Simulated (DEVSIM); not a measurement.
Structure: Pd/AlN/SiO2/p-Si capacitor, at 300 K.

```
layer (left to right)  material  thickness (nm)  Na (cm⁻³)
---------------------  --------  --------------  ---------
1                           AlN            3.80          -
2                          SiO2           0.550          -
3                            Si            3400     2.9e16
```

Metal gate on the left, work function 5.2 eV. Fixed charge at the semiconductor interface 0 cm⁻² (in units of +e); interface traps 1e11 cm⁻² eV⁻¹, uniform in energy, neutral level at 0.7 of the gap above the valence band.

Constants are typed, rounded textbook-type inputs, not results; the design itself was drawn at random and stands for no fabricated device. Values at 300 K.

```csv
parameter,AlN,SiO2,Si
gap (eV),6.1,9,1.124
affinity (eV),1.9,0.9,4.05
permittivity,8.5,3.9,11.7
Nc (cm⁻³),-,-,2.86e19
Nv (cm⁻³),-,-,3.1e19
```

Simulated with DEVSIM: 1D Poisson equation in equilibrium, Boltzmann statistics, complete ionisation; no quantum confinement or tunnelling. Metal contacts follow the ideal Schottky-Mott rule: no Fermi-level pinning, no interface dipoles.

Q: Tabulate band edges, carrier densities and field at 0.7 V on the gate.

A: Energies count from the Fermi level of the right contact; mesh points crowd at the junctions.

```tsv
x (μm)	Ec (eV)	Ev (eV)	n (cm⁻³)	p (cm⁻³)	field (V/cm)
0.000	2.600	-3.500	< 1e2	< 1e2	82000
0.001061	2.609	-3.491	< 1e2	< 1e2	82000
0.002385	2.619	-3.481	< 1e2	< 1e2	82000
0.003578	2.629	-3.471	< 1e2	< 1e2	82000
0.004312	3.640	-5.360	< 1e2	< 1e2	150000
0.005635	0.499	-0.625	1.2e11	9.7e8	61000
0.008521	0.516	-0.608	6.1e10	1.9e9	60000
0.01843	0.574	-0.550	6.6e9	1.8e10	56000
0.03641	0.666	-0.458	1.8e8	6.3e11	48000
0.07559	0.818	-0.306	520000	2.2e14	30000
0.1664	0.938	-0.186	5100	2.3e16	2400
0.4698	0.944	-0.180	4000	2.9e16	≈ 0
1.020	0.944	-0.180	4000	2.9e16	≈ 0
2.063	0.944	-0.180	4000	2.9e16	≈ 0
2.936	0.944	-0.180	4000	2.9e16	≈ 0
3.190	0.944	-0.180	4000	2.9e16	≈ 0
3.307	0.944	-0.180	4000	2.9e16	≈ 0
3.362	0.944	-0.180	4000	2.9e16	≈ 0
3.390	0.944	-0.180	4000	2.9e16	≈ 0
3.398	0.944	-0.180	4000	2.9e16	≈ 0
3.402	0.944	-0.180	4000	2.9e16	≈ 0
3.404	0.944	-0.180	4000	2.9e16	≈ 0
```
